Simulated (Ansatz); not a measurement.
Base system: GaAs in the zinc blende structure (space group F-43m, No. 216; a = 5.666 Å).

Levels (all Ansatz, a first-principles code, PAW, earlier PAW set): r2SCAN (500 eV, spin-orbit coupling left out); HSE06 (420 eV, no spin-orbit coupling); HSE06+SOC (420 eV, spin-orbit coupling included).

One geometry, relaxed with r2SCAN, under each level:

The valence-band top lists the three highest levels at Γ (Kramers pairs under SOC), from the VBM.

```json
[
 {"level": "r2SCAN", "band gap": "0.97 eV", "lowest conduction level above the VBM at special points": "Γ 0.97 eV; L 1.36 eV; X 1.78 eV", "valence-band top at Γ": "0.00, 0.00, 0.00 eV"},
 {"level": "HSE06", "band gap": "…", "lowest conduction level above the VBM at special points": "…", "valence-band top at Γ": "–"},
 {"level": "HSE06+SOC", "band gap": "1.25 eV", "lowest conduction level above the VBM at special points": "Γ 1.25 eV; L 1.62 eV; X 1.95 eV", "valence-band top at Γ": "0.00, 0.00, -0.36 eV"}
]
```

Q: Give the withheld HSE06 results.

A: 
- HSE06, band gap: 1.37 eV
- HSE06, lowest conduction level above the VBM at special points: Γ 1.37 eV; L 1.74 eV; X 2.07 eV

Single points use the geometry relaxed with r2SCAN. The spin-orbit shifts are approximate. No phonon test of stability was made.
